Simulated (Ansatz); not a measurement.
Electron-phonon data for YAl₂ (Fd-3m)

Data:

```xyz
6
Lattice="0.0000 3.9037 3.9037 3.9037 0.0000 3.9037 3.9037 3.9037 0.0000" Properties=species:S:1:pos:R:3 pbc="T T T"
Y      5.8555     5.8555     5.8555
Y      3.9037     3.9037     3.9037
Al     2.9278     0.9759     2.9278
Al     0.9759     0.9759     0.9759
Al     0.9759     2.9278     2.9278
Al     2.9278     2.9278     0.9759
```

Calculation: PBEsol, DFPT electron-phonon coupling, linearised Boltzmann equation (plane waves, PAW, scalar-relativistic; Ansatz, a first-principles code). Geometry: relaxed with this functional, without spin-orbit coupling.

- resistivity at 300 K = 34 μΩ·cm
- electron mean free path at 300 K (weighted by the current that each state carries) = 6.3 nm
- electron-phonon coupling λ = 0.40
- transport coupling λ_tr = 0.42
- logarithmic mean phonon energy = 21 meV
- density of states at the Fermi level = 2.2 states/(eV·spin·cell)
- Hall coefficient at 300 K = 14.7 ×10⁻¹¹ m³/C
- Tc for μ* = 0.10 (anisotropic Eliashberg) = 1.03 K
- Tc for μ* = 0.13 (anisotropic Eliashberg) = below 1 K

A metal at this level (no band gap). Only scattering by harmonic phonons is included (no impurities, grain boundaries, electron-electron scattering or thermal expansion). Spin-orbit coupling is left out. The run warned that the eigensolver left some states short of its tolerance. Halving the electron mesh (20x20x20) moves the resistivity by up to 8 % at 300 K, the mean free path by up to 6 %, the coupling by up to 1 %. Smearing 0.20 eV; phonons on a 3x3x3 q mesh, which this run doesn't test and which matters most at low temperature. Tc comes from the anisotropic Migdal-Eliashberg equations with μ*, a chosen number, referred to 24 meV.
